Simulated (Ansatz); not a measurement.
An Ansatz (an electronic-structure program) input (PBEsol (Ansatz, PAW, scalar-relativistic without spin-orbit coupling)):

Ansatz 0.2 input:
```yaml
crystal:
  lattice:
    - [3.9112250157, 0, 0]
    - [0, 3.9112250157, 0]
    - [1.9556125078, -1.9556125078, 2.7043461363]
  atoms:
    - { symbol: Mg, position: [0, 0, 0] }
    - { symbol: Se, position: [0.5, 0.5, 1] }
basis: { ecutwfc: 420, ecutrho_ratio: 4, xc_grid: 2, fft_grid_basis: typed }
kpoints: { mp_grid: { grid: [10, 10, 10] } }
hamiltonian:
  xc: pbesol
  dispersion: none
  pseudopotentials: { kind: paw }
scf: { occupations: { method: fermi_dirac, width: 0.05 } }
relax: { f_tol: 0.005, max_steps: 50, cell: { stress_tol: 0.01, fix: [a, b, gamma] } }
output: { forces: true, stress: true }
checkpoint: { write: state.ck, write_every: 1000 }
```

Which symmetry and how many k-points will the program report, and about how many plane waves at Γ?

Space group I4/mmm (ITA 139) with 16 operations, k-points 102 of 1000, and 845 plane waves at Γ.

And the final pressure?

-1.30 GPa (compression positive).

The cells carry an imposed strain or load. Stability against distortions was not tested. The cell was made from MgSe in the rock salt structure (space group Fm-3m, No. 225) by this change: biaxial strain +1.50 %, plane normal [001], relaxed out of plane.
